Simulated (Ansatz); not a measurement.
The reference is Ca in the fcc (Cu type) structure (space group Fm-3m, No. 225; a = 5.569 Å). Axes: x, y, z lie along the cube axes.

Level of theory: Ansatz (a quantum-chemistry and plane-wave program) r2SCAN, scalar-relativistic without spin-orbit coupling, earlier PAW set.

Base values:

```
Property                         Value
-----------------------------  -------
Shortest interatomic distance  3.938 Å
Band gap                          zero
```

Perturbation: a free-standing slab of 2 layers (2 atoms, 1 a layer) is cut normal to [111], with 15 Å of vacuum and the in-plane cell held at bulk.

Predict the new excess energy per area of both faces, shortest interatomic distance and band gap.

The excess energy per area of both faces (slab less bulk energy over the cell's area: twice a surface energy) is 0.99 J/m²; the shortest interatomic distance drops by 0.150 Å to 3.788 Å; the band gap stays zero.

The excess energy carries the mismatch between the slab's and the bulk's meshes. No phonon test of stability was made.
